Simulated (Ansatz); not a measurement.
AlAs (F-43m), PBEsol with spin-orbit coupling, rigid bands (Ansatz, a first-principles code): Condition of this run: hydrostatic pressure 5 GPa (the target of the relaxation). band gap 1.14 eV, N_c = 1.62e19 cm⁻³ and N_v = 2.39e19 cm⁻³ at 300 K, conductivity masses of 0.313 mₑ (electrons) and 0.574 mₑ (holes). Take k_BT = 0.02585 eV.

Task: What built-in voltage has an abrupt junction with N_A = 1e17 and N_D = 1e18 cm⁻³, all dopants ionised?

Result: V_bi = E_g/e − (k_BT/e) ln(N_c N_v/(N_A N_D)) = 1.14 − 0.02585 × 8.26 = 0.93 V. It follows the computed gap one for one.

Task: A film of it is 8 nm thick. Estimate the confinement energies in an infinite well.

Result: ħ²π²/(2m t²) = 0.376 eV·nm²/(m/mₑ × t²) gives 18.8 meV for electrons and 10.2 meV for holes, so the gap would widen to about 1.17 eV. Finite barriers and nonparabolic bands lower this, and with several valleys or bands the heaviest mass along the normal sets the lowest level, not this average.

Task: What thermal injection velocity √(2k_BT/πm) limits a ballistic channel?

Result: 9.62e6 cm/s for electrons and 7.10e6 cm/s for holes, a ratio of √(m_h/m_e) = 1.35, for dilute carriers.

Rigid, parabolic bands with the computed gap; masses take one relaxation time for all states.
